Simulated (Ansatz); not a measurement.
Take BeTe in the zinc blende structure (space group F-43m, No. 216; a = 5.605 Å) as the base. Axes: x, y, z lie along the cube axes.

Modification: a pure shear with ε_yz = ε_zy = -0.0197, atoms relaxed at fixed cell.

Levels (all Ansatz, an electronic-structure program, PAW, earlier PAW set): PBEsol (420 eV, scalar-relativistic without spin-orbit coupling); r2SCAN (500 eV, no spin-orbit coupling); HSE06 (420 eV, scalar-relativistic without spin-orbit coupling); PBEsol+SOC (420 eV, noncollinear with spin-orbit coupling); HSE06+SOC (420 eV, with spin-orbit coupling).

One geometry, relaxed with PBEsol, under each level:

The valence-band top lists the three highest levels at Γ (Kramers pairs under SOC), from the VBM.

| level | band gap | lowest conduction level above the VBM at special points | valence-band top at Γ | pressure |
|---|---|---|---|---|
| PBEsol | 1.58 eV | X 1.58 eV; T 1.66 eV; F₂ 2.24 eV; Σ₀ 2.24 eV | 0.00, -0.19, -0.33 eV | 0.06 GPa |
| r2SCAN | 2.02 eV | X 2.02 eV; T 2.13 eV; F₂ 2.66 eV; Σ₀ 2.66 eV | – | 1.80 GPa |
| HSE06 | … | … | – | – |
| PBEsol+SOC | 1.34 eV | X 1.34 eV; T 1.43 eV; F₂ 1.99 eV; Σ₀ 1.99 eV | 0.00, -0.20, -1.08 eV | 0.07 GPa |
| HSE06+SOC | 2.10 eV | X 2.10 eV; T 2.19 eV; F₂ 2.76 eV; Γ 3.82 eV | 0.00, -0.21, -1.14 eV | – |

Give the withheld HSE06 results.


- HSE06, band gap: 2.34 eV
- HSE06, lowest conduction level above the VBM at special points: X 2.34 eV; T 2.44 eV; F₂ 3.02 eV; Γ 4.08 eV

Single points use the geometry relaxed with PBEsol. Their cutoffs differ, which shifts pressures a little. The hybrid gap comes from the SCF mesh plus the semilocal run's edge points and a few special points and is an upper bound. Differences between runs with and without spin-orbit coupling are approximate. With Te present, leaving out spin-orbit coupling can change the band edges. The cells carry an imposed strain or load. Whether these cells are dynamically stable was not tested. Labels are those of the standard path for the cell's own space group.
